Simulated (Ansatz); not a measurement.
We consider TlAsS₂ (P2₁/c, No. 14), described by PBEsol in Ansatz (plane waves, PAW).

Numerical settings: plane-wave cutoff 520 eV, 6×4×4 k mesh (along the axes of the cell as run), Fermi–Dirac smearing 0.01 eV, scalar-relativistic PAW data made under PBE.

Cell (measured lattice):

```xyz
32
Lattice="6.1140 0.0000 0.0000 0.0000 11.3130 0.0000 -3.0184 0.0000 11.9198" Properties=species:S:1:pos:R:3 pbc="T T T"
Tl     2.2581     7.7822    11.2964
Tl    -0.6717     2.1257     6.5833
Tl     0.8375     3.5308     0.6234
Tl     3.7673     9.1873     5.3365
Tl    -1.0967    10.6829    10.7147
Tl     2.6831     5.0264     7.1650
Tl     4.1923     0.6301     1.2051
Tl     0.4125     6.2866     4.7548
As     2.2957     1.8655     9.5978
As    -0.7093     7.5220     8.2819
As     0.7999     9.4475     2.3220
As     3.8049     3.7910     3.6379
As     0.2391     4.6802    10.3070
As     1.3473    10.3367     7.5726
As     2.8565     6.6328     1.6127
As     1.7483     0.9763     4.3471
S     -0.9076     7.7947    10.4656
S      2.4941     2.1382     7.4141
S      4.0033     3.5183     1.4542
S      0.6015     9.1748     4.5057
S      2.4020     5.0117    10.1199
S     -0.8155    10.6682     7.7598
S      0.6937     6.3013     1.7999
S      3.9112     0.6448     4.1600
S      0.0841     2.3984     9.9292
S      1.5023     8.0549     7.9505
S      3.0115     8.9146     1.9906
S      1.5933     3.2581     3.9693
S      1.9911    10.8718     9.7385
S     -0.4047     5.2153     8.1412
S      1.1045     0.4412     2.1813
S      3.5003     6.0977     3.7786
```

Task: What does this level give for the band gap, smallest direct gap on the k points sampled and direct gap at Γ?

Result: 
* **band gap**: 1.48 eV
* **smallest direct gap on the k points sampled**: 1.64 eV
* **direct gap at Γ**: 1.71 eV

Measured, for comparison: band gap 1.8 ± 0.1 eV (temperature not stated, not corrected to a static lattice, crystals; values from its Ref. 18; as tabulated in Spesyvykh et al. (2024), doi:10.15330/pcss.25.4.795-800).

Note: cell and atoms aren't relaxed at this level (largest force component 0.23 eV/Å, pressure -0.3 GPa).

Spin–orbit coupling is not included; with these elements it can move the gap by several tenths of an eV or more.

Computed values are for the static lattice.

The result took roughly 17 core-minutes.

Ansatz is a first-principles code.
